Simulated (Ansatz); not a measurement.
Response to strain in Hf

The reference is Hf in the hcp (Mg type) structure (space group P6_3/mmc, No. 194; a = 3.198 Å, c = 5.049 Å; relaxed with 0.1 eV smearing). Axes: x lies along a and z along c of the hexagonal cell.

Strains are applied to the cell and any free atomic positions relax; under biaxial strain the out-of-plane vector relaxes too.

Level of theory: plane-wave PAW DFT at the r2SCAN level (Ansatz, a first-principles code, 500 eV), scalar-relativistic without spin-orbit coupling, earlier PAW set.

Notes on the quantities. pressure: mean of the normal stresses, compression positive.

| change | pressure | volume per atom |
|---|---|---|
| base | 0.0 GPa | 22.36 Å³ |
| biaxial strain −4.54 %, plane normal [001], relaxed out of plane | 7.5 GPa | 21.03 Å³ |
| biaxial strain −3.36 %, plane normal [001], relaxed out of plane | 5.4 GPa | 21.36 Å³ |
| biaxial strain −0.65 %, plane normal [001], relaxed out of plane | ? | 22.16 Å³ |
| biaxial strain −0.48 %, plane normal [001], relaxed out of plane | 0.7 GPa | ? |
| biaxial strain +0.70 %, plane normal [001], relaxed out of plane | ? | 22.58 Å³ |
| biaxial strain +3.34 %, plane normal [001], relaxed out of plane | -4.4 GPa | 23.38 Å³ |
| isotropic strain −0.90 % | 3.1 GPa | 21.76 Å³ |
| isotropic strain +2.29 % | -6.7 GPa | 23.93 Å³ |
| uniaxial strain ε_zz = +2.00 % | -2.1 GPa | 22.81 Å³ |

Task: Some entries are withheld; estimate them.

Result: 
- biaxial strain −0.65 %, plane normal [001], relaxed out of plane, pressure: 1.0 GPa
- biaxial strain −0.48 %, plane normal [001], relaxed out of plane, volume per atom: 22.22 Å³
- biaxial strain +0.70 %, plane normal [001], relaxed out of plane, pressure: -1.0 GPa

Stability against distortions was not tested. All final runs are without spin polarisation.
